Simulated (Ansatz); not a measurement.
**Effect of biaxial strain +1.64 %, plane normal [001], relaxed out of plane on Te**

The reference is Te (space group P3_121, No. 152; a = 4.624 Å, c = 5.903 Å; made of chains). Axes: x lies along a and z along c of the hexagonal cell.

Perturbation: biaxial strain +1.64 %, plane normal [001], relaxed out of plane (Cartesian); in-plane vectors clamped, the third vector and the atoms free.

Computed with Ansatz (a program for electronic structure), r2SCAN, PAW, cutoff 500 eV, without spin-orbit coupling. k-mesh 8×8×6 (Γ-centred); smearing 0.05 eV (Fermi–Dirac).

| quantity | base | changed | shift |
|---|---|---|---|
| volume per atom | 36.44 Å³ | 37.31 Å³ | +0.87 Å³ |
| pressure (mean of the normal stresses, compression positive) | 0.00 GPa | -0.16 GPa | -0.16 GPa |
| band gap | 0.55 eV | 0.68 eV | +0.13 eV |
| gap character | indirect, L–H (80 % along) → H | indirect, k = (1/4, -3/8, -1/2) in the run's primitive reciprocal basis → H | – |
| smallest direct gap | 0.60 eV | 0.75 eV | +0.155 eV |
| width of the top valence band | 2.25 eV | 2.08 eV | -0.177 eV |
| electron mass | 0.089 mₑ along c, 0.11 mₑ across (at H) | 0.099 mₑ out of plane, 0.15 mₑ in plane (at H) | – |
| out-of-plane strain | – | -0.88 % | – |
| ratio −ε⊥/ε∥ | – | 0.54 | – |
| mean in-plane stress (compression positive) | – | -0.2 GPa | – |

Final structure (turned so that z lies along the plane normal):

```
CELL_PARAMETERS angstrom
      4.69995     0.00000     0.00000
      2.34998     4.07028     0.00000
      0.00000     0.00000     5.85151
ATOMIC_POSITIONS crystal
  Te 0.24968 0.75032 0.33333
  Te 0.00000 0.24968 0.66667
  Te 0.75032 0.00000 0.00000
```

Cost of the whole job for the changed cell (relaxation, final SCF and bands): very roughly 2.4 core-minutes.

Spin-orbit coupling, missing from the scalar runs, can matter with Te. Masses are band curvatures over ±0.01 Å⁻¹ around the edge. Stability against distortions was not tested. No dispersion term is included, though the crystal is made of layers, chains or molecules, so its spacings can come out too wide.
